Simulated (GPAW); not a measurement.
**A self-consistent single point of LiZn₃ (Fm-3m, 4 atoms in the cell) with GPAW**

Level of theory: LDA (Perdew-Wang 92), GPAW PAW datasets LDA (gpaw-data 1.0.1) (plane waves; GPAW).

This input was run:

```python
from ase import Atoms
from ase.units import GPa
from gpaw import GPAW, PW

atoms = Atoms(['Li', 'Zn', 'Zn', 'Zn'],
              cell=[[0.000000, 3.020143, 3.020143],
                    [3.020143, 0.000000, 3.020143],
                    [3.020143, 3.020143, 0.000000]],
              positions=[[0.000000, 0.000000, 0.000000],
                         [1.510072, 1.510072, 1.510072],
                         [4.530214, 4.530214, 4.530214],
                         [3.020143, 3.020143, 3.020143]],
              pbc=True)

calc = GPAW(mode=PW(800),
            xc='LDA',
            kpts=(5, 5, 5),
            occupations={'name': 'methfessel-paxton', 'width': 0.1, 'order': 0},
            nbands=-10,
            convergence={'density': 1e-05},
            symmetry={'symmorphic': False, 'tolerance': 0.0005},
            maxiter=150,
            txt='-')

atoms.calc = calc

energy = atoms.get_potential_energy()
print('Energy (eV):', round(energy, 6))
forces = atoms.get_forces()
print('Forces (eV/Ang):')
print(forces.round(5))
stress = atoms.get_stress()
print('Stress (GPa, Voigt):', (stress / GPa).round(4))
```

Output (repeated stretches shortened):

```
Input parameters:
  convergence: {density: 1e-05}
  kpts: [5 5 5]
  maxiter: 150
  mode: {ecut: 800.0,
         name: pw}
  nbands: -10
  occupations: {name: methfessel-paxton,
                order: 0,
                width: 0.1}
  symmetry: {symmorphic: False,
             tolerance: 0.0005}

species:
  Li:
    name: Lithium
    Z: 3.0
    valence: 1
    core: 2
    charge: 0.0
    file: Li.LDA.gz

    # Using partial waves for Li as LCAO basis

  Zn:
    name: Zinc
    Z: 30.0
    valence: 12
    core: 18
    charge: 0.0
    file: Zn.LDA.gz

    # Using partial waves for Zn as LCAO basis

Reference energy: -146563.313907  # eV

Spin-paired calculation

Convergence criteria:
 Maximum [total energy] change in last 3 cyles: 0.0005 eV / valence electron
 Maximum integral of absolute [dens]ity change: 1e-05 electrons / valence electron
 Maximum integral of absolute [eigenst]ate change: 4e-08 eV^2 / valence electron
 Maximum number of scf [iter]ations: 150

Symmetries present (total): 48
Symmetries with fractional translations: 0
125 k-points: 5 x 5 x 5 Monkhorst-Pack grid
10 k-points in the irreducible part of the Brillouin zone
       k-points in crystal coordinates                weights
   0:     0.00000000    0.00000000    0.00000000          1/125
   1:     0.20000000    0.20000000    0.00000000          6/125
   2:     0.20000000    0.20000000    0.20000000          8/125
   [... 7 lines left out ...]

Wave functions: Plane wave expansion
  Cutoff energy: 800.000 eV
  Number of coefficients (min, max): 2741, 2842
  Pulay-stress correction: 0.000000 eV/Ang^3 (de/decut=0.000000)

Occupation numbers: Methfessel-Paxton:
  width: 0.1000  # eV
  order: 0

Eigensolver

Densities:
  Coarse grid: 28*28*28 grid
  Fine grid: 56*56*56 grid
  Total Charge: 0.000000

Density mixing:
  Method: separate
  Backend: pulay
  Linear mixing parameter: 0.05
  old densities: 5
  Damping of long wavelength oscillations: 50

Hamiltonian:
  XC and Coulomb potentials evaluated on a 56*56*56 grid
  External potential:
    NoExternalPotential

Number of atoms: 4
Number of atomic orbitals: 31
Number of bands in calculation: 28
Number of valence electrons: 37
Bands to converge: occupied

Density initialized from atomic densities
  28 bands from LCAO basis set

Atomic positions and initial magnetic moments

Positions:
   0 Li     0.000000    0.000000    0.000000    ( 0.0000,  0.0000,  0.0000)
   1 Zn     1.510072    1.510072    1.510072    ( 0.0000,  0.0000,  0.0000)
   2 Zn     4.530214    4.530214    4.530214    ( 0.0000,  0.0000,  0.0000)
   3 Zn     3.020143    3.020143    3.020143    ( 0.0000,  0.0000,  0.0000)

Unit cell:
           periodic     x           y           z      points  spacing
  1. axis:    yes    0.000000    3.020143    3.020143    28     0.1245
  2. axis:    yes    3.020143    0.000000    3.020143    28     0.1245
  3. axis:    yes    3.020143    3.020143    0.000000    28     0.1245

  Lengths:   4.271127   4.271127   4.271127
  Angles:   60.000000  60.000000  60.000000

Effective grid spacing dv^(1/3) = 0.1359

     iter     time        total  log10-change:
                         energy   eigst   dens
iter:   1 --:--:--    -9.077839
iter:   2 --:--:--    -9.136005   -0.32  -1.38
iter:   3 --:--:--    -8.705401   -0.77  -1.41
iter:   4 --:--:--    -9.107060   -1.37  -1.81
iter:   5 --:--:--    -8.652316   -1.78  -1.77
iter:   6 --:--:--    -8.612415   -1.74  -2.23
iter:   7 --:--:--    -8.615818   -3.16  -2.41
iter:   8 --:--:--    -8.593987   -2.81  -2.36
iter:   9 --:--:--    -8.594876   -4.42  -3.11
iter:  10 --:--:--    -8.595303c  -4.10  -3.08
iter:  11 --:--:--    -8.596168c  -3.37  -3.19
iter:  12 --:--:--    -8.593776c  -3.65  -3.00
iter:  13 --:--:--    -8.593776c  -5.26  -3.57
iter:  14 --:--:--    -8.593686c  -5.43  -3.65
iter:  15 --:--:--    -8.593583c  -5.05  -3.68
iter:  16 --:--:--    -8.593585c  -5.64  -3.99
iter:  17 --:--:--    -8.593592c  -6.28  -4.09
iter:  18 --:--:--    -8.593579c  -5.87  -4.18
iter:  19 --:--:--    -8.593579c  -6.93  -4.91
iter:  20 --:--:--    -8.593579c  -7.81c -5.07c

Converged after 20 iterations.

Dipole moment: (-0.000000, -0.000000, -0.000000) |e|*Ang

Energy contributions relative to reference atoms: (reference = -146563.313907)

Kinetic:         -7.846068
Potential:      +12.822972
External:        +0.000000
XC:             -13.472667
Entropy (-ST):   -0.012840
Local:           -0.091395
SIC:             +0.000000
--------------------------
Free energy:     -8.599999
Extrapolated:    -8.593579

Showing only first 2 kpts
 Kpt  Band  Eigenvalues  Occupancy
  0    16      8.23809    0.00000
  0    17      8.23809    0.00000
  0    18      8.23809    0.00000
  0    19      8.57213    0.00000

  1    16      5.57144    0.44896
  1    17      5.57144    0.44895
  1    18      6.03730    0.00000
  1    19      6.32157    0.00000

Fermi level: 5.51790

No gap
No difference between direct/indirect transitions
Energy (eV): -8.593579

Forces in eV/Ang:
  0 Li    0.00000    0.00000    0.00000
  1 Zn   -0.00000    0.00000    0.00000
  2 Zn   -0.00000    0.00000   -0.00000
  3 Zn   -0.00000   -0.00000   -0.00000

Stress tensor:
     0.031244    -0.000000    -0.000000
    -0.000000     0.031244     0.000000
    -0.000000     0.000000     0.031244
Stress (GPa, Voigt): [ 5.0059  5.0059  5.0059  0.     -0.     -0.    ]
```

The run converged in 20 iterations. GPAW prints stress with tension positive.

The starting cell comes from a database of computed structures (which also holds hypothetical and non-ambient phases and stackings), without a prior relaxation at this level. Its lattice was rescaled by up to half a per cent. With a pressure of about -5 GPa the cell is away from its equilibrium volume at this level.

Cost on one core of a shared machine: roughly 40 s.
